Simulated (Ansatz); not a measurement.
The starting structures come from a database of crystals and need not be the phases stable at ambient conditions.

 Where the default PAW files enter, the runs use the earlier of Ansatz's two default sets.

Inside the gap of an insulator the Bloch states are evanescent, with a wavenumber k + iκ along the transport direction.

```
CELL_PARAMETERS angstrom
      3.12515     0.00000     0.00000
      0.00000     5.08851     0.00000
      1.56258     0.00000     2.76169
ATOMIC_POSITIONS crystal
  Ga 0.66667 0.50092 0.66667
  Ga 0.33333 0.00092 0.33333
  N  0.66667 0.12408 0.66667
  N  0.33333 0.62408 0.33333
```

Space group of this cell: Cmc2_1. The cell is strained (lengths across the current scaled by 0.98, ions clamped); by r2SCAN its mean pressure is 7.5 GPa.

Transport runs along the normal of the first two printed cell vectors.

The gap is the functional's own. No spin-orbit coupling. Mid-gap values are interpolated on the energy grid.

**Question.** Predict the band gap and the smallest decay constant κ at mid-gap from r2SCAN (Ansatz, a quantum-chemistry and plane-wave program).

**Answer.** Gap 2.57 eV on a 12×6×12 mesh; κ = 0.181 1/Å, at the zone centre.
